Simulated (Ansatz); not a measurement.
Start from TiO₂ in the anatase structure (space group I4_1/amd, No. 141; a = 3.770 Å, c = 9.552 Å).

Level of theory: plane-wave PAW DFT at the PBEsol level (Ansatz, an electronic-structure program, 420 eV), no spin-orbit coupling.

Base values:

| Quantity | Value |
|---|---|
| Band gap | 2.11 eV |
| Smallest direct gap | 2.44 eV |
| Pressure | 0.00 GPa |

Now apply this change: the cell is scaled by 0.9431 in all directions, atoms relaxed at fixed cell.

Question: How does this affect the band gap, smallest direct gap and pressure?

Answer: The band gap increases by 0.12 eV, from 2.11 eV to 2.23 eV; the smallest direct gap increases by 0.26 eV to 2.70 eV; the pressure (mean of the normal stresses, compression positive) goes from zero to 52.22 GPa.

The cells carry an imposed strain or load. No phonon test of stability was made. The final runs are not spin-polarised.
